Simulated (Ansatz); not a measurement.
# CO on the 1x1 (111) surface of fcc Cu, one in a 2x2 cell, started at the site 'hollow Cu-Cu-Cu over Cu at depth 4.1 Å'

These are r2SCAN, at the PBE geometry (plane waves to 500 eV, PAW; Ansatz, an electronic-structure program) values and carry that method's errors.

Set-up: 18 atoms, 6.2 Å thick at the start under the adsorbate (thin: gaps and levels are the slab's own); mesh 6x6x1; 0.1 eV smearing; dipole correction on; single point; on the structure that PBE left under its start's symmetry; no spin, no spin-orbit, no U, no dispersion correction. At the end it is bonded to 3 Cu. In PBE it is, or lies within 0.03 eV of, the lowest of the starts that converged; the order may differ at this level.

The adsorption energy against CO(g) at the same level is -0.87 eV. The work function of the top face is 5.51 eV, the change of the work function is 0.71 eV and the change of the step from the bottom to the top vacuum level, against the clean slab is 0.69 eV. The height of the binding atom over the mean of the host atoms within 0.3 Å of the top one is 1.444 Å and the nearest host atoms of the binding atom comes out as Cu at 2.05 Å, Cu at 2.05 Å, Cu at 2.05 Å. The cost is roughly 3 core-minutes.

A negative adsorption energy means that the adsorbate is more stable on the surface than in its reference.
